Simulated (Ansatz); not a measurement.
# Pressure series in hypothetical diamond V

The parent structure is V in the diamond structure (space group Fd-3m, No. 227; a = 5.467 Å; ferromagnetic; a hypothetical phase, not in the database extracts checked).

Cell and atoms are relaxed at each pressure.

Level of theory: PBE, PAW, 420 eV (Ansatz, an electronic-structure program; no SOC).

```
pressure (GPa)  volume per atom (Å³/atom)
--------------  -------------------------
-2                                 21.164
-1                                 20.781
0                                  20.429
0.3                                20.327
0.7                                20.195
1.5                                     ?
3                                  19.500
5                                  18.969
10                                 17.815
```

Fit the third-order Birch–Murnaghan form P(V) = (3B₀/2)[(V₀/V)^(7/3) − (V₀/V)^(5/3)]·[1 + (3/4)(B₀′ − 4)((V₀/V)^(2/3) − 1)] (squares taken in P) to the rows shown and predict the withheld row.

Least squares on the printed values gives V₀ = 20.431 Å³/atom, B₀ = 60.3 GPa, B₀′ = 2.9; this predicts 19.946 Å³/atom, and the run gives 19.940 Å³/atom, 0.006 lower.

The magnetic state is the one reached from the starting moments; the real material's order can differ, and small cells can't hold many antiferromagnetic ones. Load acts through the strain it causes; cell and atoms are relaxed under it. No phonon test of stability was made. Competing high-pressure phases were not computed.
